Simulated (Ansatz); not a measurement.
Consider Re in the hcp (Mg type) structure (space group P6_3/mmc, No. 194; a = 2.751 Å, c = 4.441 Å).

Method: PBEsol (Ansatz, a quantum-chemistry and plane-wave program), no SOC.

For the base:

```
Item        Value
--------  -------
Pressure  0.0 GPa
Band gap     zero
```

Modification: an isotropic linear strain of +3.79 %; the atoms relax in the strained cell.

### Question
What does the calculation give for the energy relative to the base after the change?

### Answer
The energy rises by 0.202 eV/atom.

### Question
What happens to the pressure?

### Answer
The pressure (mean of the normal stresses, compression positive) goes from zero to -34.0 GPa.

### Question
What happens to the band gap?

### Answer
The band gap remains zero.

No phonon test of stability was made. The final runs are not spin-polarised.
